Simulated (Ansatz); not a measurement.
Sc2Al (P6_3/mmc), PBEsol, DFPT electron-phonon coupling, linearised Boltzmann equation run with Ansatz (a first-principles code). Phonon-limited resistivity 44.2 μΩ·cm at 300 K along z (a = (4.85, 0.00, 0.00) Å; b = (-2.43, 4.20, 0.00) Å; c = (0.00, 0.00, 6.09) Å), 60.2 μΩ·cm at 400 K, current-weighted mean free path 2.00 nm, Drude plasma energy 3.93 eV.

### Question
What Drude relaxation time do resistivity and plasma energy imply?

### Answer
ω_p = 5.97e15 s⁻¹, so τ = 1/(ε₀ ω_p² ρ) = 7.17 fs, a damping ħ/τ of 91.8 meV.

### Question
Estimate the electronic thermal conductivity at 300 K by the Wiedemann-Franz law (L₀ = 2.44×10⁻⁸ W·Ω/K²).

### Answer
L₀T/ρ = 2.44×10⁻⁸ × 300/(44.2×10⁻⁸) = 16.6 W/(m·K). Inelastic scattering puts the true Lorenz number somewhat under L₀ near and below the Debye temperature.

### Question
What temperature coefficient of resistance follows, and how does it compare with 1/T?

### Answer
(ρ₄₀₀ − ρ₃₀₀)/(100 K × ρ₃₀₀) = 3.62×10⁻³ K⁻¹, against 1/T = 3.33×10⁻³ K⁻¹ for a resistivity proportional to T. It lies higher because phonons are still being populated at 300 K; impurities would add a constant and lower it.

A metal at this level (no band gap). Only scattering by harmonic phonons is included (no impurities, grain boundaries, electron-electron scattering or thermal expansion). Spin-orbit coupling is left out. Values near or above 100 μΩ·cm, or paths under about 2 nm, lie near resistivity saturation, where the Boltzmann equation overshoots. Halving the electron mesh (20x20x16) moves the resistivity by up to 3 % at 300 K, the mean free path by up to 2 %. Smearing 0.20 eV; phonons on a 3x3x3 q mesh, which this run doesn't test.

Computed structure with no diffraction record at hand here (it may be known, metastable or hypothetical): Sc2Al (P6_3/mmc).
